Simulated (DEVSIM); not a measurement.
System: InP/In0.53Ga0.47As p-n heterojunction, at 400 K.

Layer 1 from the left is InP, thickness (μm) 0.300, Na (cm⁻³) 2.8e17, τn (s) 1.2e-9, τp (s) 3.9e-10. Layer 2 from the left is In0.53Ga0.47As, thickness (μm) 0.100, Nd (cm⁻³) 1.8e15, τn (s) 3.9e-10, τp (s) 3.9e-10.

Left contact: ohmic. Right contact: ohmic. Voltage is applied to the left contact. Recombination: SRH at mid-gap, radiative, Auger. Mobility is μmin + (μ − μmin)/(1 + (N/Nref)^α).

The device is made up for the run: typed textbook-type constants, with dimensions and the other settings drawn at random. Values at 300 K; Nc and Nv go as T^1.5, mobilities as T to minus their exponent, the gap by Varshni's rule with the affinity fixed.

InP: gap (eV) 1.344, affinity (eV) 4.38, permittivity 12.5, Nc (cm⁻³) 5.7e17, Nv (cm⁻³) 1.1e19, μn (cm²/Vs) 5200, μp (cm²/Vs) 170, μn,min 400, μp,min 10, Nref,n 3e17, Nref,p 4.9e17, αn 0.47, αp 0.62, T exponent of μn 2, T exponent of μp 2, B (cm³/s) 1.2e-10, Cn (cm⁶/s) 9e-31, Cp (cm⁶/s) 9e-31, Varshni α (eV/K) 0.000363, Varshni β (K) 162. In0.53Ga0.47As: gap (eV) 0.74, affinity (eV) 4.51, permittivity 13.9, Nc (cm⁻³) 2.1e17, Nv (cm⁻³) 7.7e18, μn (cm²/Vs) 12000, μp (cm²/Vs) 300, μn,min 300, μp,min 10, Nref,n 1.3e17, Nref,p 4.9e17, αn 0.48, αp 0.4, T exponent of μn 1.6, T exponent of μp 1.6, B (cm³/s) 9.6e-11, Cn (cm⁶/s) 5e-29, Cp (cm⁶/s) 5e-29, Varshni α (eV/K) 0.00035, Varshni β (K) 190.

DEVSIM, 1D drift-diffusion, Boltzmann statistics, complete ionisation; no tunnelling, impact ionisation, image-force lowering or self-heating. Band offsets follow the typed affinities; no thermionic-emission limit at abrupt steps, no polarisation charge.

Problem. What does the simulation give for the dark forward voltage at 100 A/cm², the largest field in the device at zero bias, the potential step across the device at zero bias?

Solution. dark forward voltage at 100 A/cm² 0.261 V; largest field in the device at zero bias 170000 V/cm; potential step across the device at zero bias 0.861 V.
